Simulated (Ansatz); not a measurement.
Cells marked so need not be the phases stable at ambient conditions, and some may be hypothetical.

 Where the default PAW files enter, the runs use the earlier of Ansatz's two default sets.

The gap is the functional's own. No spin-orbit coupling. Mid-gap values are interpolated on the energy grid.

A. Ca3(PO4)2 (R-3m, not sure to be the ambient phase, 13 atoms a cell, 11.3 Å³ an atom, 2 GPa at this level), along the normal of (101)
B. ZnGeO3 (R-3, not sure to be the ambient phase, 10 atoms a cell, 10.1 Å³ an atom, -5 GPa at this level), along the normal of (001)
C. Ba3Ta2CdO9 (P-3m1, not sure to be the ambient phase, 15 atoms a cell, 15.1 Å³ an atom, -5 GPa at this level), along the normal of (001)

Task: Put the candidates in order of mid-gap decay constant of the slowest evanescent state, highest first, for r2SCAN run with Ansatz (a first-principles code).

Result: A (0.48 1/Å), C (0.36 1/Å), B (0.23 1/Å)
